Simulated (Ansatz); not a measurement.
Base system: ZnO in the wurtzite structure (space group P6_3mc, No. 186; a = 3.279 Å, c = 5.294 Å).

The values are results of PBE (Ansatz, an electronic-structure program), scalar-relativistic without spin-orbit coupling, not measurements.

Before the change:

| Quantity | Value |
|---|---|
| Density | 5.48 g/cm³ |
| Band gap | 0.74 eV |

It is then changed as follows: a hydrostatic pressure of 2.1 GPa.

Task: Predict the new density and band gap.

Result: The density increases by 0.09 g/cm³, from 5.48 g/cm³ to 5.57 g/cm³; the band gap goes up by 0.023 eV to 0.77 eV.

Load acts through the strain it causes; cell and atoms are relaxed under it. Stability against distortions was not tested. Tetrahedral semiconductors of this kind turn to denser phases somewhere between about 1 and 50 GPa; those were not computed, so compressed cells here can lie past the real transition.
